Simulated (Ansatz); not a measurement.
**BP: pressure series**

Start from BP in the wurtzite structure (space group P6_3mc, No. 186; a = 3.1907 Å, c = 5.2955 Å; a cell from a computed database, its experimental status unchecked).

Cell and atoms are relaxed at each pressure.

Computed with Kohn–Sham DFT with the r2SCAN functional, run in Ansatz (a program for electronic structure) with PAW and 500 eV plane waves, no SOC, earlier PAW set.

```json
[
 {"pressure (GPa)": "-2", "volume per atom (Å³/atom)": "11.814"},
 {"pressure (GPa)": "-1", "volume per atom (Å³/atom)": "11.742"},
 {"pressure (GPa)": "0", "volume per atom (Å³/atom)": "11.672"},
 {"pressure (GPa)": "1.8", "volume per atom (Å³/atom)": "11.551"},
 {"pressure (GPa)": "4.2", "volume per atom (Å³/atom)": "11.399"},
 {"pressure (GPa)": "9", "volume per atom (Å³/atom)": "11.120"},
 {"pressure (GPa)": "18", "volume per atom (Å³/atom)": "10.670"},
 {"pressure (GPa)": "30", "volume per atom (Å³/atom)": "?"},
 {"pressure (GPa)": "60", "volume per atom (Å³/atom)": "9.264"}
]
```

Task: Fit the third-order Birch–Murnaghan form P(V) = (3B₀/2)[(V₀/V)^(7/3) − (V₀/V)^(5/3)]·[1 + (3/4)(B₀′ − 4)((V₀/V)^(2/3) − 1)] (squares taken in P) to the rows shown and predict the withheld row.

Result: Least squares on the printed values gives V₀ = 11.672 Å³/atom, B₀ = 170 GPa, B₀′ = 3.7; this predicts 10.176 Å³/atom, and the run gives 10.177 Å³/atom, in agreement.

Load acts through the strain it causes; cell and atoms are relaxed under it. Stability against distortions was not tested. No other phases were tried under pressure. All final runs are without spin polarisation. This is not the structure that BP has at room temperature and ambient pressure.
